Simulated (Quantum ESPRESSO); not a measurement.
Input and output of a self-consistent single point for Na (Im-3m, 1 atom in the cell) (Quantum ESPRESSO).

Method: PBE, PseudoDojo stringent norm-conserving (PBE) pseudopotentials (plane waves; Quantum ESPRESSO).

```
CELL_PARAMETERS angstrom
      2.14065     2.14065     2.14065
     -2.14065     2.14065     2.14065
     -2.14065    -2.14065     2.14065
ATOMIC_POSITIONS crystal
  Na 0.00000 0.00000 0.00000
```

Reference input (self-consistent single point, DFT, PBE, plane waves, PseudoDojo stringent norm-conserving (PBE) pseudopotentials): ecutwfc = 90 Ry; occupations = smearing; smearing = fermi-dirac; degauss = 0.0073499 Ry; potentials = {Na: Na.upf}; K_POINTS = automatic 11 11 11 0 0 0; conv_thr = 1e-09 Ry. This run's input differs from it in these lines:

```diff
@@ -15,3 +15,3 @@
  occupations = 'smearing'
- smearing = 'fermi-dirac'
+ smearing = 'methfessel-paxton'
  degauss = 0.0073499
@@ -26,3 +26,3 @@
 K_POINTS {automatic}
-11 11 11  0 0 0
+18 18 18  0 0 0
```

The program printed (abridged):

```
     Self-consistent Calculation

     iteration #  1     ecut=    90.00 Ry     beta= 0.70

     Threshold (ethr) on eigenvalues was too large:
     Diagonalizing with lowered threshold

     total energy              =     -91.42789376 Ry
     estimated scf accuracy    <       0.00086506 Ry

     iteration #  2     ecut=    90.00 Ry     beta= 0.70

     total energy              =     -91.42798964 Ry
     estimated scf accuracy    <       0.00007388 Ry

     iteration #  3     ecut=    90.00 Ry     beta= 0.70

     total energy              =     -91.42799310 Ry
     estimated scf accuracy    <       0.00000356 Ry

     iteration #  4     ecut=    90.00 Ry     beta= 0.70

     total energy              =     -91.42799326 Ry
     estimated scf accuracy    <       0.00000002 Ry

     iteration #  5     ecut=    90.00 Ry     beta= 0.70

     total energy              =     -91.42799327 Ry
     estimated scf accuracy    <          5.6E-09 Ry

     iteration #  6     ecut=    90.00 Ry     beta= 0.70
     End of self-consistent calculation

     Number of k-points >= 100: set verbosity='high' to print the bands.

     the Fermi energy is     1.4464 ev

!    total energy              =     -91.42799327 Ry
     estimated scf accuracy    <          3.6E-11 Ry
     smearing contrib. (-TS)   =      -0.00000626 Ry
     internal energy E=F+TS    =     -91.42798701 Ry

     convergence has been achieved in   6 iterations

     Forces acting on atoms (cartesian axes, Ry/au):

     atom    1 type  1   force =     0.00000000    0.00000000    0.00000000

     Total force =     0.000000     Total SCF correction =     0.000000

          total   stress  (Ry/bohr**3)                   (kbar)     P=       -4.14
  -0.00002813  -0.00000000   0.00000000           -4.14       -0.00        0.00
  -0.00000000  -0.00002813   0.00000000           -0.00       -4.14        0.00
   0.00000000   0.00000000  -0.00002813            0.00        0.00       -4.14

   JOB DONE.
```

The run converged in 6 iterations. Against the reference run the free energy rises by 9.1 meV/atom and the pressure hardly changes (-0.40 to -0.41 GPa).

The starting cell has typed, rounded lattice constants, without a prior relaxation at this level. Its lattice was rescaled by up to half a per cent.

Cost on one core of a shared machine: roughly 90 s.
